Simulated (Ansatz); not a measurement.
**Pressure series in hypothetical P6_3/mmc GeS2**

The reference is GeS$_{2}$ in the 2H-MoS2 type structure (space group P6_3/mmc, No. 194; a = 3.428 Å, c = 10.622 Å; a hypothetical phase, not in the database extracts checked; layered, stacked along the Cartesian z axis).

Cell and atoms are relaxed at each pressure.

Level of theory: PBE-D3(BJ) (Ansatz, a program for electronic structure, PAW, no spin-orbit coupling), earlier PAW set.

Candidates:
(a) pressure 45 GPa
(b) pressure −2 GPa
(c) pressure 9 GPa

For the base:

The c/a ratio is 3.099.

Order them by c/a ratio, highest first.

(a) pressure 45 GPa (3.203), (b) pressure −2 GPa (3.124), (c) pressure 9 GPa (3.084)

Load acts through the strain it causes; cell and atoms are relaxed under it. Stability against distortions was not tested. Competing high-pressure phases were not computed. The final runs are not spin-polarised.
